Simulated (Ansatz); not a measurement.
Consider HfN in the rock salt structure (space group Fm-3m, No. 225; a = 4.4683 Å; relaxed with 0.1 eV smearing). Axes: x, y, z lie along the cube axes.

All numbers come from LDA (Ansatz, a program for electronic structure, PAW, without spin-orbit coupling).

It is then changed as follows: tensor shear ε_xy = +2.00 % (engineering shear γ = 0.0400); the atoms relax in the strained cell.

Predict the new stress.

The stress (xx, yy, zz, yz, xz, xy; compression positive) comes out as (0.2, 0.2, -0.1, 0.0, 0.0, -5.2) GPa.

Estimate the effect on the energy relative to the base.

The energy goes up by 7.2 meV/atom.

No phonon test of stability was made. The final runs are not spin-polarised. An odd electron count without spin: HfN.
